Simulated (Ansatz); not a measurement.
Smallest direct gap on the k points sampled of MgGaNO (model structure, started from the AlSiCN type, P3m1, No. 156, 4 atoms in the cell) at several levels of theory

No measured value is used here.

```json
[
 {"level (code)": "LDA (Ansatz)", "value (eV)": "2.11"},
 {"level (code)": "PBE+SOC (Ansatz)", "value (eV)": "2.13"},
 {"level (code)": "PBEsol+SOC (Ansatz)", "value (eV)": "2.06"},
 {"level (code)": "r²SCAN+SOC (Ansatz)", "value (eV)": "2.58"}
]
```

Computed values are for a static lattice. Spin–orbit coupling is included only where a level's name says +SOC; with heavier elements it mostly lowers gaps and can invert bands.  Values are at the PBEsol cell. Cutoffs differ between the levels. Ansatz's density-functional and Hartree–Fock values are scalar-relativistic unless marked +SOC, with PAW data made under PBE.

A model structure was made by putting elements into a prototype or built by hand; it is no filed structure, need not be a known phase, and can be a saddle point held by its symmetry.

Ansatz is a first-principles code.
